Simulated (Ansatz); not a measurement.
System: NiAs-type NiSb. Method: PBEsol (Ansatz, a quantum-chemistry and plane-wave program, PAW).

Run with plane-wave cutoff 520 eV, 18×18×12 k mesh (along the axes of the cell as run), Fermi–Dirac smearing 0.071 eV (set by the program), no spin polarisation, scalar-relativistic PAW data made under PBE.

Computed at the level's own relaxed cell.

Hill averages of the elastic tensor: K = 129.7 GPa, G = 57.2 GPa. Volume 16.835 Å³/atom, mean atomic mass 90.227 u.

Work out the density, the sound velocities of a polycrystal and the elastic Debye temperature, and Pugh's ratio at this level.

ρ = 1.66054 × 90.227/16.835 = 8.900 g/cm³. v_l = √[(K + 4G/3)/ρ] = 4.811 km/s and v_t = √(G/ρ) = 2.535 km/s. The mean follows from 3/v_m³ = 1/v_l³ + 2/v_t³: v_m = 2.834 km/s. Θ_D = (ħ/k_B) v_m (6π²/V)^(1/3) = 76.38 K Å s/km × 2.834 × 1.5208 Å⁻¹ = 329 K, counting all atoms of the cell. K/G = 2.27, to be set beside Pugh's rough bound of 1.75 between brittle and ductile metals.
